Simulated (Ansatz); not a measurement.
The parent structure is W in the bcc (W type) structure (space group Im-3m, No. 229; a = 3.169 Å; relaxed with 0.1 eV smearing). Axes: x, y, z lie along the cube axes.

The values are results of Ansatz (a first-principles code), r2SCAN, PAW, cutoff 500 eV, no spin-orbit coupling, not measurements.

For the base:

| Quantity | Result |
|---|---|
| Volume per atom | 15.91 Å³ |

It is then changed as follows: tensile biaxial strain of 1.00 % in the plane normal to [001], as in epitaxy on a mismatched substrate; the out-of-plane cell vector and the atoms relax.

Q: Predict the new energy relative to the base and volume per atom.

A: The energy grows by 5.9 meV/atom; the volume per atom rises by 0.20 Å³, from 15.91 Å³ to 16.11 Å³.

Stability against distortions was not tested. All final runs are without spin polarisation.
